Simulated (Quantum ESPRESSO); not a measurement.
A self-consistent single point of Zn (P6_3/mmc, 4 atoms in the cell) with Quantum ESPRESSO.

Level of theory: PBE, PSlibrary PAW (PBE) pseudopotentials (plane waves; Quantum ESPRESSO 7.5).

```
CELL_PARAMETERS angstrom
      2.80741     0.00000     0.00000
     -1.40370     2.43128     0.00000
      0.00000     0.00000     9.03285
ATOMIC_POSITIONS crystal
  Zn 0.00000 0.00000 0.00000
  Zn 0.00000 0.00000 0.50000
  Zn 0.33333 0.66667 0.25000
  Zn 0.66667 0.33333 0.75000
```

Reference input (self-consistent single point, DFT, PBE, plane waves, PSlibrary PAW (PBE) pseudopotentials): ecutwfc = 50 Ry; ecutrho = 300 Ry; occupations = smearing; smearing = fermi-dirac; degauss = 0.0073499 Ry; potentials = {Zn: Zn.pbe-dn-kjpaw_psl.1.0.0.UPF}; K_POINTS = automatic 11 11 3 0 0 0; conv_thr = 1e-11 Ry. This run's input differs from it in these lines:

```diff
@@ -17,3 +17,3 @@
     smearing = 'fermi-dirac',
-    degauss = 0.0073499,
+    degauss = 0.02205,
 /
```

Output (repeated stretches shortened):

```
     Self-consistent Calculation

     iteration #  1     ecut=    50.00 Ry     beta= 0.70

     Threshold (ethr) on eigenvalues was too large:
     Diagonalizing with lowered threshold

     total energy              =    -974.88383484 Ry
     estimated scf accuracy    <       0.01012129 Ry

     iteration #  2     ecut=    50.00 Ry     beta= 0.70

     total energy              =    -974.88567566 Ry
     estimated scf accuracy    <       0.00911402 Ry

     iteration #  3     ecut=    50.00 Ry     beta= 0.70

     total energy              =    -974.88761460 Ry
     estimated scf accuracy    <       0.00019640 Ry

   [... 6 blocks of this kind left out ...]

     iteration # 10     ecut=    50.00 Ry     beta= 0.70

     total energy              =    -974.88764319 Ry
     estimated scf accuracy    <          6.3E-10 Ry

     iteration # 11     ecut=    50.00 Ry     beta= 0.70
     End of self-consistent calculation

     the Fermi energy is    10.9243 ev

!    total energy              =    -974.88764319 Ry
     estimated scf accuracy    <          4.9E-13 Ry
     smearing contrib. (-TS)   =      -0.02468630 Ry
     internal energy E=F+TS    =    -974.86295690 Ry

     convergence has been achieved in  11 iterations

     Forces acting on atoms (cartesian axes, Ry/au):

     atom    1 type  1   force =     0.00000000   -0.00000000    0.00000000
   [... zero for the other atoms too ...]

     Total force =     0.000000     Total SCF correction =     0.000000

          total   stress  (Ry/bohr**3)                   (kbar)     P=      -34.51
  -0.00025554   0.00000000   0.00000000          -37.59        0.00        0.00
   0.00000000  -0.00025554   0.00000000            0.00      -37.59        0.00
   0.00000000   0.00000000  -0.00019273            0.00        0.00      -28.35

   JOB DONE.
```

The run converged in 11 iterations. Against the reference run the free energy falls by 34.3 meV/atom and the pressure goes from -4.07 to -3.45 GPa.

The starting cell was generated: these elements placed on a structure prototype, without a prior relaxation; it need not be a known phase or ordering of this composition. Its lattice was rescaled by a random factor within 2.5 % of one. With a pressure of about -3 GPa the cell is away from its equilibrium volume at this level.

Cost on one core of a shared machine: roughly 50 s.
